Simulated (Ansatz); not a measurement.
The parent structure is AlAs in the zinc blende structure (space group F-43m, No. 216; a = 5.675 Å). Axes: x, y, z lie along the cube axes.

Computed with DFT with PBEsol, PAW potentials and a 420 eV plane-wave cutoff in Ansatz (a first-principles code), scalar-relativistic without spin-orbit coupling.

For the base:

```
Property                             Value
---------------------  -------------------
Band gap                           1.34 eV
Smallest direct gap                1.91 eV
Valence-band top at Γ  0.00, 0.00, 0.00 eV
```

One thing is altered: compressive biaxial strain of 4.02 % in the plane normal to [001], as in epitaxy on a mismatched substrate; the out-of-plane cell vector and the atoms relax.

**Question.** How does this affect the band gap, energy relative to the base, smallest direct gap and valence-band top at Γ?

**Answer.** The band gap drops by 0.35 eV, from 1.34 eV to 0.99 eV; the energy rises by 27 meV/atom; the smallest direct gap rises by 0.13 eV to 2.04 eV; the valence-band top at Γ (three highest levels, from the VBM) goes from 0.00, 0.00, 0.00 eV to 0.00, 0.00, -0.45 eV.

Stability against distortions was not tested.
